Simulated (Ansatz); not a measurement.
Take SnO (space group P4/nmm, No. 129; layered, stacked along the Cartesian z axis; relaxed with 0.1 eV smearing) as the base.

```
SnO
1.0
    3.76748     0.00000     0.00000
    0.00000     3.76748     0.00000
    0.00000     0.00000     4.55721
Sn O
2 2
Direct
  0.50000   0.00000   0.25376
  0.00000   0.50000   0.74624
  0.00000   0.00000   0.00000
  0.50000   0.50000   0.00000
```

Cartesian axes are those of the cell as printed.

The values are results of PBEsol-D3(BJ) in Ansatz (plane waves to 420 eV, PAW, spin-orbit coupling left out), earlier PAW set, not measurements.

Base values:

```
Property                         Value
-----------------------------  -------
Shortest interatomic distance  2.210 Å
```

Modification: compressive biaxial strain of 2.87 % in the plane normal to [001], as in epitaxy on a mismatched substrate; the out-of-plane cell vector and the atoms relax.

**Question.** What happens to the in-plane stress and shortest interatomic distance?

**Answer.** The mean in-plane stress (compression positive) is +6.0 GPa; the shortest interatomic distance decreases by 0.025 Å (2.210 Å → 2.185 Å).

Whether these cells are dynamically stable was not tested. All final runs are without spin polarisation.

Ansatz is a quantum-chemistry and plane-wave program.
